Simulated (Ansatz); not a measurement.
The parent structure is GaAs in the zinc blende structure (space group F-43m, No. 216; a = 5.667 Å). Axes: x, y, z lie along the cube axes.

The values are results of Kohn–Sham DFT with the r2SCAN functional, run in Ansatz (a quantum-chemistry and plane-wave program) with PAW and 500 eV plane waves, no spin-orbit coupling, not measurements.

Strains are applied to the cell and any free atomic positions relax.

One change was made to it. Results:

| quantity | base | after |
|---|---|---|
| band gap | 0.96 eV | 1.06 eV |
| energy relative to the base (free energy F) | 0 meV/atom | +5.3 meV/atom |

Q: Which of these changes matches the shifts?
A. uniaxial strain ε_zz = −1.50 %
B. uniaxial strain ε_zz = −1.00 %
C. uniaxial strain ε_zz = −2.50 %
D. uniaxial strain ε_zz = −3.00 %
E. uniaxial strain ε_zz = −0.50 %

A: C, uniaxial strain ε_zz = −2.50 %. For comparison, the energy relative to the base in the other runs: uniaxial strain ε_zz = −1.50 % gives +1.9 meV/atom; uniaxial strain ε_zz = −1.00 % gives +0.8 meV/atom; uniaxial strain ε_zz = −3.00 % gives +7.7 meV/atom; uniaxial strain ε_zz = −0.50 % gives +0.2 meV/atom.

Stability against distortions was not tested.
